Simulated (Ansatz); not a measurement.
CdSe under load (space group R3m), Ansatz (an electronic-structure program) with r2SCAN with spin-orbit coupling, rigid bands. Condition of this run: uniaxial stress along [111] of -1 GPa (compression positive) (the target of the relaxation). Band gap 0.87 eV, N_c = 7.48e17 cm⁻³ and N_v = 1.39e19 cm⁻³ at 300 K, conductivity masses of 0.102 mₑ (electrons) and 0.692 mₑ (holes). Take k_BT = 0.02585 eV.

What built-in voltage has an abrupt junction with N_A = 1e16 and N_D = 1e17 cm⁻³, all dopants ionised?

V_bi = E_g/e − (k_BT/e) ln(N_c N_v/(N_A N_D)) = 0.87 − 0.02585 × 9.25 = 0.63 V, for the computed gap.

A film of it is 8 nm thick. Estimate the confinement energies in an infinite well.

ħ²π²/(2m t²) = 0.376 eV·nm²/(m/mₑ × t²) gives 57.6 meV for electrons and 8.49 meV for holes, so the gap would widen to about 0.94 eV. Finite barriers and nonparabolic bands lower this, and with several valleys or bands the heaviest mass along the normal sets the lowest level, not this average.

What thermal injection velocity √(2k_BT/πm) limits a ballistic channel?

1.68e7 cm/s for electrons and 6.47e6 cm/s for holes, a ratio of √(m_h/m_e) = 2.60, for dilute carriers.

Rigid bands with the computed gap; masses take one relaxation time for all states.
